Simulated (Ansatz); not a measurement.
**Rutile MgH₂**

Computed with PBEsol (plane waves, PAW; Ansatz, an electronic-structure program).

Settings: plane-wave cutoff 500 eV, 10×10×14 k mesh (along the axes of the cell as run), Fermi–Dirac smearing 0.05 eV, scalar-relativistic PAW data made under PBE.

Cell: relaxed at this level.

equilibrium volume per atom: 10.05 Å³/atom
lattice parameter a: 4.477 Å
c axis length: 3.008 Å
band gap: 3.48 eV (on the SCF k mesh)

Measured, for comparison: equilibrium volume per atom 10.27 Å³/atom, lattice constant a 4.517 Å, lattice parameter c 3.021 Å (temperature not stated, no zero-point or thermal correction; as tabulated in Ellinger et al., J. Am. Chem. Soc. 77, 2647 (1955) (COD 4124639)). Computed (rounded) less measured: equilibrium volume per atom -2.1 %, lattice constant a -0.9 %, lattice parameter c -0.4 %. A static lattice is as a rule a little smaller and stiffer than an uncorrected measurement, which can account for part of this.
